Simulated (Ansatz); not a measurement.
An Ansatz (an electronic-structure program) run: Hf with a change (biaxial strain −0.48 %, plane normal [001], relaxed out of plane); PBE (Ansatz), without spin-orbit coupling, earlier PAW set.

Input:

Ansatz 0.2 input:
```yaml
crystal:
  lattice:
    - [3.1885324835, 0, 0]
    - [1.5942662417, 2.7613501315, 0]
    - [0, 0, 5.0846197623]
  atoms:
    - { symbol: Hf, position: [0.3333333333, 0.3333333333, 0.75] }
    - { symbol: Hf, position: [0.6666666667, 0.6666666667, 0.25] }
basis: { ecutwfc: 420, ecutrho_ratio: 4, xc_grid: 2, fft_grid_basis: typed }
kpoints: { mp_grid: { grid: [21, 21, 12] } }
hamiltonian:
  xc: pbe
  dispersion: none
  pseudopotentials: { azcp: { folder: ./paw }, kind: paw }
scf: { occupations: { method: fermi_dirac, width: 0.1 } }
relax: { f_tol: 0.005, max_steps: 50, cell: { stress_tol: 0.01, fix: [a, b, gamma] } }
output: { forces: true, stress: true }
checkpoint: { write: state.ck, write_every: 1000 }
```

Output (explanatory and most iteration lines left out):

```
Relaxation: its limit of steps is 50 (relax.max_steps)
Pseudopotential: Hf, paw, valence charge 26
Crystal: 2 atoms, lattice volume = 44.768 Å³
Basis set: ecut = 420 eV, 857 PW (Γ), exchange–correlation on 48×48×72 points (8 copies of the dense FFT grid, shifted against one another)
Bands: 32, of which v1, the nominal top of the filled ones, is band 26 counted from 1 (25 counted from 0)
Symmetry: 24 space group operations
Space group: P63/mmc (ITA 194), of the structure as read, at distance tolerance 3.6e-5 Å
k-points: 336 of 5292
Functional: x = pbe(κ = 0.804, μ = 0.2195149727645171), c = pbe(β = 0.06672455060314922)
SCF iter   1: F=—  HF=-31444.657890 eV  |F-HF|=—  |Δ(HF+E_count)|=         —  Δρ=3.55e-2  dr2=6.81e-1  ethr=3.10e-3  ⟨swp⟩=5.4  Hψ=37320  notcnv=0
SCF iter   2: F=—  HF=-31444.529009 eV  |F-HF|=—  |Δ(HF+E_count)|=   1.29e-1  Δρ=2.28e-2  dr2=2.77e-1  ethr=1.31e-3  ⟨swp⟩=3.0  Hψ=21356  notcnv=0
SCF 1 converged in 8 iterations: F = -31444.439580 eV  dr2 = 2.41e-8
relax step   1: F+E_penalty+E_count = -31444.43957985 eV  Δ(F+E_penalty+E_count) = +0.000e0 eV  max|allowed force component| = 1.590e-16 eV/Å  Δτ_max = 0.0000 Å  P = +0.761 GPa  Ω = 44.768 Å³  fix = [a, b, gamma]  reactions: a +1.050, b +1.050 GPa  (8 SCF iters, dr2 threshold 1.00e-7 eV, accepted)
[... steps on the carried basis left out ...]
relax step   3: F+E_penalty+E_count = -31444.43959015 eV  Δ(F+E_penalty+E_count) = -2.668e-5 eV  max|allowed force component| = 2.961e-16 eV/Å  Δτ_max = 0.0000 Å  P = +0.657 GPa  Ω = 44.810 Å³  energy of the carried Pulay correction = -1.363e-5 eV  fix = [a, b, gamma]  reactions: a +0.985, b +0.985 GPa  (3 SCF iters, dr2 threshold 5.47e-8 eV, accepted)
Crystal: 2 atoms, lattice volume = 44.810 Å³
SCF iter   1: F=—  HF=-31444.439604 eV  |F-HF|=—  |Δ(HF+E_count)|=         —  Δρ=6.33e-6  dr2=1.25e-8  ethr=4.13e-9  ⟨swp⟩=5.3  Hψ=83388  notcnv=0
SCF iter   2: F=—  HF=-31444.439603 eV  |F-HF|=—  |Δ(HF+E_count)|=   1.46e-6  Δρ=4.14e-6  dr2=6.85e-9  ethr=2.41e-11  ⟨swp⟩=3.3  Hψ=24650  notcnv=0
SCF 4 converged in 7 iterations: F = -31444.439603 eV  dr2 = 1.72e-14
SCF converged after 7 iterations
Free energy (F): -31444.439603 eV
Internal energy: -31444.383002 eV  (E = F + TS)
E sigma→0 (E₀):  -31444.411302 eV
Entropy (-TS):   -0.056600 eV (-28.300 meV/atom)
Fermi energy:    18.111671 eV
--- Forces (eV/Å), atoms counted from 1 ---
  atom   1  Hf     0.00000000    -0.00000000     0.00000000
  atom   2  Hf    -0.00000000     0.00000000    -0.00000000
--- Stress (GPa, compression-positive) ---
        0.985427       0.000000       0.000000
        0.000000       0.985427      -0.000000
        0.000000      -0.000000       0.000009
  P = ⅓ Tr σ = 0.6570 GPa (6.570 kbar)
--- Relaxed structure (3 steps of the walk, 3 accepted, 1 SCFs on fresh bases) ---
  cell:  # Å, volume = 44.8103 Å³
    - [3.1885324834983333, 2.886744570355591e-11, 0.0]
    - [1.5942662417241666, 2.761350131515877, 0.0]
    - [0.0, 0.0, 5.089387183940744]
  atoms:
    - { symbol: Hf, position: [0.33333333333333326, 0.33333333333333337, 0.75] }
    - { symbol: Hf, position: [0.6666666666666665, 0.6666666666666667, 0.25] }
```

Stability against distortions was not tested. All final runs are without spin polarisation. The cell was made from Hf in the hcp (Mg type) structure (space group P6_3/mmc, No. 194) by this change: biaxial strain −0.48 %, plane normal [001], relaxed out of plane.
